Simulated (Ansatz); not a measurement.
Band structure of ZnO (P6_3mc, 4 atoms in the cell).

```
CELL_PARAMETERS angstrom
      3.23735     0.00000     0.00000
     -1.61868     2.80363     0.00000
      0.00000     0.00000     5.22206
ATOMIC_POSITIONS crystal
  Zn 0.66667 0.33333 0.50059
  Zn 0.33333 0.66667 0.00059
  O  0.66667 0.33333 0.87972
  O  0.33333 0.66667 0.37972
```

Method: PBE (plane waves, PAW; Ansatz, a quantum-chemistry and plane-wave program).

Settings: kpoints.mp_grid.grid = 8 8 5; hamiltonian.xc = pbe; hamiltonian.pseudopotentials = {kind: paw} (the program's default PAW files); scf.occupations.method = fermi_dirac; scf.occupations.width = 0.02 eV; kpoints.band_path.npoints = 8.

The starting cell comes from a database of computed structures (which also holds hypothetical and non-ambient phases and stackings), without a prior relaxation at this level.

Problem. Predict the gap along the standard path and the places of the band edges.

Solution. The gap along the path is 0.80 eV, direct at Γ to within 0.01 eV.

Levels in eV from the top of the valence band on the path, bands 15 to 21:
| point | 15 | 16 | 17 | 18 | 19 | 20 | 21 |
|---|---|---|---|---|---|---|---|
| Γ | -0.80 | -0.09 | 0.00 | 0.00 | 0.80 | 5.26 | 8.21 |
| M | -2.84 | -2.27 | -1.30 | -0.84 | 5.81 | 6.89 | 7.59 |
| K | -3.54 | -1.93 | -1.93 | -1.74 | 7.68 | 7.74 | 7.74 |
| A | -0.39 | -0.39 | -0.39 | -0.39 | 3.47 | 3.47 | 10.09 |
| L | -1.51 | -1.51 | -1.38 | -1.38 | 5.73 | 5.73 | 8.46 |
| H | -2.70 | -2.70 | -1.26 | -1.26 | 8.02 | 8.02 | 8.02 |

Keys are those of Ansatz 0.2.
